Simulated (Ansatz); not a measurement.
**Short convergence ladders for Cu₃Sn (I4mm, 4 atoms in the cell)**

```xyz
4
Lattice="0.0000 3.0676 3.0676 3.0676 0.0000 3.0676 3.0676 3.0676 0.0000" Properties=species:S:1:pos:R:3 pbc="T T T"
Cu     3.0676     3.0676     3.1176
Cu     4.6014     4.6014     4.6014
Cu     1.5338     1.5338     1.5338
Sn     0.0000     0.0000     0.0000
```

Base method: LDA (PW92), default PAW files made with PBE (plane waves; Ansatz, a quantum-chemistry and plane-wave program).

Base settings: basis.ecutwfc = 420 eV; kpoints.mp_grid.grid = 9 9 9; hamiltonian.xc = lda; hamiltonian.pseudopotentials = {kind: paw} (the program's default PAW files); scf.occupations.method = fermi_dirac; scf.occupations.width = 0.1 eV.

The count of work is k-points × plane waves × bands × iterations; it is no time. Core times come from one kind of shared machine, to one figure; runs under 30 s give none.

**The width of Fermi-Dirac smearing**

In this ladder: kpoints.mp_grid.grid = 15 15 15.

Narrow widths need finer meshes than wide ones, so the last steps can hold mesh noise.

Only quantities that move along the ladder and can be compared are tabulated; pressure and forces are left out, as mesh noise rules them at narrow widths.

| scf.occupations.width | free energy less the last step's (meV/atom) | energy extrapolated to zero width less the last step's (meV/atom) |
|---|---|---|
| 1 eV | -645.88 | 163.56 |
| 0.5 eV | -109.60 | 24.15 |
| 0.3 eV | -31.46 | 3.31 |
| 0.2 eV | -11.16 | 0.75 |
| 0.1 eV | 0.00 | 0.00 |

Widest scf.occupations.width that holds the energy extrapolated to zero width within 2 meV/atom of the last step, with all finer ones: 0.2 eV; the step before is off by 3.3 meV/atom.

Widest scf.occupations.width that holds the free energy within 5 meV/atom: not settled: the last two steps still differ by 11 meV/atom, over half the tolerance, so the ladder does not show it.

The extrapolation to zero width removes most of the smearing's effect on the energy.

**The width of Methfessel-Paxton smearing**

In this ladder: kpoints.mp_grid.grid = 15 15 15; scf.occupations.method = methfessel_paxton.

Narrow widths need finer meshes than wide ones, so the last steps can hold mesh noise.

Only quantities that move along the ladder and can be compared are tabulated; pressure and forces are left out, as mesh noise rules them at narrow widths.

```csv
scf.occupations.width,free energy less the last step's (meV/atom)
1 eV,6.59
0.5 eV,0.62
0.3 eV,0.10
0.2 eV,-0.05
0.1 eV,-0.07
0.05 eV,0.00
```

Widest scf.occupations.width that holds the free energy within 1 meV/atom of the last step, with all finer ones: 0.5 eV; the step before is off by 6.6 meV/atom.

**The mesh under tetrahedron occupations**

In this ladder: scf.occupations.method = tetrahedron; scf.occupations.width = default.

Only quantities that move along the ladder and can be compared are tabulated.

| kpoints.mp_grid.grid | free energy less the last step's (meV/atom) | pressure (GPa) | largest difference of a force vector from the last step's (eV/Å) | count of work / last | core time / last (rough) |
|---|---|---|---|---|---|
| 4 4 4 | 30.67 | -9.44 | 0.021 | 0.016 | – |
| 5 5 5 | 4.81 | -9.14 | 0.010 | 0.022 | – |
| 6 6 6 | -1.33 | -8.91 | 0.008 | 0.036 | – |
| 7 7 7 | -2.41 | -8.92 | 0.001 | 0.048 | – |
| 9 9 9 | -1.12 | -8.98 | 0.006 | 0.090 | – |
| 11 11 11 | 0.53 | -8.91 | 0.003 | 0.15 | – |
| 14 14 14 | -0.14 | -8.93 | 0.001 | 0.29 | 0.3 |
| 17 17 17 | 0.04 | -8.93 | 0.001 | 0.49 | 0.5 |
| 22 22 22 | 0.00 | -8.94 | 0.000 | 1.0 | 1 |

Coarsest kpoints.mp_grid.grid that holds the pressure within 0.05 GPa of the last step, with all finer ones: 6 6 6, at 0.036 of the last step's count of work; the step before is off by 0.20 GPa.

Coarsest kpoints.mp_grid.grid that holds the free energy within 1 meV/atom of the last step, with all finer ones: 11 11 11, at 0.15 of the last step's count of work; the step before is off by 1.1 meV/atom.

Coarsest kpoints.mp_grid.grid that holds the forces within 0.005 eV/Å of the last step, with all finer ones: 11 11 11, at 0.15 of the last step's count of work; the step before is off by 0.006 eV/Å.

On the base run: the starting cell comes from a database of computed structures (which also holds hypothetical and non-ambient phases and stackings), without a prior relaxation at this level. Its lattice was rescaled by up to half a per cent. One atom was moved a little off its site on purpose. Spin polarisation is off. In the base run, with a pressure of about -9 GPa the cell is away from its equilibrium volume at this level. Ansatz's pressure includes its estimate of the finite-basis (Pulay) stress.

Left out of this page: 4 runs of the series outside the window shown, repeating another row's setting, or not comparable.

Keys are those of Ansatz 0.2.
